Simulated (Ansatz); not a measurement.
Start from ZnGeP2 in the chalcopyrite structure (space group I-42d, No. 122; a = 5.374 Å, c = 10.625 Å).

Computed with Ansatz (a program for electronic structure), LDA, PAW, cutoff 420 eV, scalar-relativistic without spin-orbit coupling.

Before the change:

The volume per atom comes out as 19.18 Å³.

One thing is altered: a hydrostatic pressure of 2.1 GPa.

**Question.** What does the calculation give for the mean gap deformation potential ΔEg/Δln V after the change?

**Answer.** The mean gap deformation potential ΔEg/Δln V comes out as +1.5 eV.

**Question.** What does the calculation give for the volume per atom after the change?

**Answer.** The volume per atom decreases by 0.43 Å³, from 19.18 Å³ to 18.75 Å³.

Load acts through the strain it causes; cell and atoms are relaxed under it. Whether these cells are dynamically stable was not tested.
